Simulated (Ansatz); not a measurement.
Defect migration in anatase TiO2: interstitial F, charge state -1. The step: several atoms move together, F the farthest (a rearrangement that moves the defect's centre by under 1 Å); the atom moves 0.79 Å along (0.02, 0.10, 0.07) of the unit cell; the moving atom starts with neighbours 2 O at 2.26, 2 O at 2.30; 2 Ti at 2.03 Å and ends with O at 2.19, 2 O at 2.35, O at 2.56, 2 O at 2.62; 2 Ti at 2.07 Å. A PBE band in Ansatz (plane-wave PAW, the Γ point alone, 108 host sites, 42 SCF runs with any check of the saddle's order, static, no finite-size correction) gives a forward barrier of 0.11 eV. The saddle point's order was not checked. The charge state is imposed; whether it is stable for some Fermi level was not computed. Sites that were not tried may lie lower.

Single points at the band's start and saddle point can refine it. Rough cost of one point, in units of the band's mean SCF on the same machine:

```json
[
 {"Level": "PBE, a 2×2×2 k-point mesh shifted by half a step", "Cost of one point": "about 10"},
 {"Level": "r2SCAN at 500 eV, the Γ point alone", "Cost of one point": "about 3"}
]
```

Question: Which of these move the barrier by more than 0.1 eV, and how far does each move it?

Answer: Not one does. PBE, a 2×2×2 k-point mesh shifted by half a step: 0.00 eV; r2SCAN at 500 eV, the Γ point alone: +0.02 eV. Each functional is compared with PBE at the same k-points.

Ansatz is a quantum-chemistry and plane-wave program.
